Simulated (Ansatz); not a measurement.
The parent structure is BaTiO$_{3}$ in the cubic perovskite structure (space group Pm-3m, No. 221; a = 3.970 Å).

Levels (all Ansatz, a quantum-chemistry and plane-wave program, PAW): PBEsol (420 eV, without spin-orbit coupling); r2SCAN (500 eV, spin-orbit coupling left out).

Its gap is 1.82 eV with PBEsol and 2.22 eV with r2SCAN.

One thing is altered: cell and atoms relaxed at a pressure of 45 GPa.

With PBEsol the gap becomes 1.95 eV.

Question: If the r2SCAN correction stayed the same, what would the r2SCAN gap be, and what does the r2SCAN run give?

Answer: A rigid correction of +0.40 eV gives 2.35 eV. The r2SCAN run gives 2.44 eV, so the correction itself changes by +0.09 eV.

Single points use the geometry relaxed with PBEsol. Load acts through the strain it causes; cell and atoms are relaxed under it. Whether these cells are dynamically stable was not tested. Competing high-pressure phases were not computed. All final runs are without spin polarisation. Many cubic perovskites are stable only at high temperature; tilts and polar distortions were not tested. This is not the structure that BaTiO3 has at room temperature and ambient pressure.
